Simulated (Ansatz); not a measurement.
## Effect of Hf → Ti on HfO2

Take HfO2 (space group P2_1/c, No. 14; a = 5.114 Å, b = 5.182 Å, c = 5.295 Å, α = γ = 90.00°, β = 99.47°) as the base.

One thing is altered: Ti takes the place of Hf on all its sites, then cell and atoms are relaxed.

Calculations: r2SCAN (Ansatz, an electronic-structure program; PAW; 500 eV plane waves; no spin-orbit coupling). Γ-centred 6×6×6 mesh, Fermi–Dirac width 0.05 eV, for the changed cell.

```csv
quantity,base,changed,shift
volume per atom,11.53 Å³,9.67 Å³,-1.86 Å³
density,10.10 g/cm³,4.57 g/cm³,-5.53 g/cm³
space group,P2_1/c (No. 14),P2_1/c (No. 14),–
band gap (an upper bound: an edge found on the path is not a true extremum; the changed cell),4.59 eV,2.70 eV,-1.895 eV
```

With Hf present, leaving out spin-orbit coupling can change the band edges. Whether these cells are dynamically stable was not tested. All final runs are without spin polarisation. This is not the structure that TiO2 has at room temperature and ambient pressure.
